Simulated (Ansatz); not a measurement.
## A computed series for Cs2AgBiBr6: element substitutions

Consider Cs2AgBiBr6 (space group Fm-3m, No. 225; a = 11.477 Å).

Each row replaces one element on all its sites; cell and atoms are relaxed.

Method: PBE in Ansatz (plane waves to 420 eV, PAW, no spin-orbit coupling), earlier PAW set.

Candidates:
(a) Ag → Cd
(b) Br → F
(c) Bi → Pb

For the base:

The lattice parameter a comes out as 11.477 Å.

Question: Order them by lattice parameter a, highest first.

Answer: (a) Ag → Cd (11.638 Å), (c) Bi → Pb (11.412 Å), (b) Br → F (9.541 Å)

Whether these cells are dynamically stable was not tested. As relaxed here, Cs2CdBiBr6 and Cs2AgPbBr6 are hypothetical phases, not in the database extracts checked. For Cs2AgBiF6 in this form, whether it has been made was not checked. No Hubbard U is applied, and correlation can decide whether such a compound is a metal. All final runs are without spin polarisation. An odd electron count without spin: Cs2CdBiBr6 and Cs2AgPbBr6.

Ansatz is a first-principles code.
